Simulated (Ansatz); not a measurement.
## Te, response to strain

The reference is Te (space group P3_121, No. 152; a = 4.624 Å, c = 5.903 Å; made of chains). Axes: x lies along a and z along c of the hexagonal cell.

Strains are applied to the cell and any free atomic positions relax; under biaxial strain the out-of-plane vector relaxes too.

Calculations: plane-wave PAW DFT at the r2SCAN level (Ansatz, an electronic-structure program, 500 eV), without spin-orbit coupling.

| case | electron mass | shortest interatomic distance | band gap |
|---|---|---|---|
| base | 0.089 mₑ along c, 0.11 mₑ across (at H) | 5.342 bohr | 0.55 eV |
| biaxial strain −2.56 %, plane normal [001], relaxed out of plane | 0.075 mₑ out of plane, 0.069 mₑ in plane (at H) | [?] | 0.34 eV |
| biaxial strain −2.35 %, plane normal [001], relaxed out of plane | 0.076 mₑ out of plane, 0.072 mₑ in plane (at H) | 5.369 bohr | 0.36 eV |
| biaxial strain +0.17 %, plane normal [001], relaxed out of plane | 0.090 mₑ out of plane, 0.12 mₑ in plane (at H) | 5.339 bohr | 0.56 eV |
| biaxial strain +3.84 %, plane normal [001], relaxed out of plane | 0.11 mₑ out of plane, 0.19 mₑ in plane (at H) | 5.301 bohr | [?] |
| isotropic strain +2.82 % | 0.097 mₑ along c, 0.14 mₑ across (at H) | 5.332 bohr | 0.50 eV |
| isotropic strain +3.00 % | 0.098 mₑ along c, 0.14 mₑ across (at H) | 5.331 bohr | 0.50 eV |
| uniaxial strain ε_xx = −0.35 % | 0.088 mₑ along z, 0.11 mₑ across (at H) | 5.342 bohr | 0.54 eV |
| uniaxial strain ε_xx = +4.48 % | – | 5.316 bohr | [?] |
| uniaxial strain ε_zz = −0.79 % | 0.090 mₑ along z, 0.12 mₑ across (at H) | 5.339 bohr | [?] |

Problem. What belongs in the blanks?

Solution. 
- biaxial strain −2.56 %, plane normal [001], relaxed out of plane, shortest interatomic distance: 5.372 bohr
- biaxial strain +3.84 %, plane normal [001], relaxed out of plane, band gap: 0.84 eV
- uniaxial strain ε_xx = +4.48 %, band gap: 0.64 eV
- uniaxial strain ε_zz = −0.79 %, band gap: 0.59 eV

Spin-orbit coupling, missing from the scalar runs, can matter with Te. Masses are band curvatures over ±0.01 Å⁻¹ around the edge. Whether these cells are dynamically stable was not tested. No dispersion term is included, though the crystal is made of layers, chains or molecules, so its spacings can come out too wide.
